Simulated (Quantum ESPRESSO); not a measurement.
Quantum ESPRESSO 7.5, DFT, PBE, plane waves, PseudoDojo 0.5 standard norm-conserving PBE (local tails restored to the Coulomb form): zinc-blende GaAs, 2 atoms. Basis and mesh were picked for this test and aren't claimed converged.

```yaml
cell: 4.00, 4.00, 4.00 Å; 60, 60, 60°
task: scf
k mesh: 10×10×10
ecutwfc: 84 Ry
ecutrho: 336 Ry
occupations: smearing
smearing: gaussian
degauss: 0.005 Ry
conv_thr: 2e-09 Ry
tprnfor: true
tstress: false
k-point pools (-nk): 16
diagonalization: david (default)
mixing_mode: plain (default)
mixing_beta: 0.7 (default)
mixing_ndim: 8 (default)
k-points computed: 47
bands: 18
electrons: 28
G-vectors of the density: 31775
FFT grid: 45×45×45
symmetry_operations: 24
```

Machine: one whole node, AMD EPYC (Zen 5), 96 cores on 1 socket, no SMT, 12 L3 cache groups; 94 cores' worth of CPU time may be used.

Each time is the median wall time of two to five repeats, run one at a time on the otherwise empty machine; start-up is included. Processes are pinned to neighbouring cores unless said otherwise. The times hold for this build (conda-forge: Open MPI 5.0, OpenMP, OpenBLAS 0.3.34 (pthreads), FFTW, ScaLAPACK, ELPA). Scratch files lie in a memory file system.

Started as
```bash
OMP_NUM_THREADS=1 mpirun -np 16 pw.x -nk 16 -in pw.in
```
(16 ranks, diagonalization = david (default)) it takes 2.5 s and 7 SCF iterations.

**Question.** How long does it take after this change: diagonalization = paro?

**Answer.** About 3.9 s (3 runs within 1 %): 1.6× as long. The largest move is in the rest of the band solver (c_bands and wfcinit less FFTs, projectors and diagonalisation: overlaps, rotations, waiting): 0.32 s to 1.1 s. Change in the result: energy equal as printed.
